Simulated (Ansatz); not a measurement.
Start from WC (space group P-6m2, No. 187; a = 2.922 Å, c = 2.847 Å).

(Cell as relaxed with PBE.)

Levels (all Ansatz, an electronic-structure program, PAW): PBE (420 eV, no spin-orbit coupling); PBEsol (420 eV, spin-orbit coupling left out).

Each level relaxes its own structure.

```csv
base,PBE,PBEsol
volume per atom,10.52 Å³,10.29 Å³
lattice parameter a,2.922 Å,2.898 Å
band gap,zero,zero
```

Now apply this change: a negative pressure, −2 GPa.

| quantity | PBE | PBEsol |
|---|---|---|
| lattice parameter a | 2.927 Å | 2.904 Å |
| c/a ratio | 0.974 | 0.975 |

PBE's lattice parameter a lies 0.0238 Å above PBEsol's (0.8 %). Neither level is exact; PBEsol is the comparison here, not a measurement.

Load acts through the strain it causes; cell and atoms are relaxed under it. No phonon test of stability was made. All final runs are without spin polarisation.
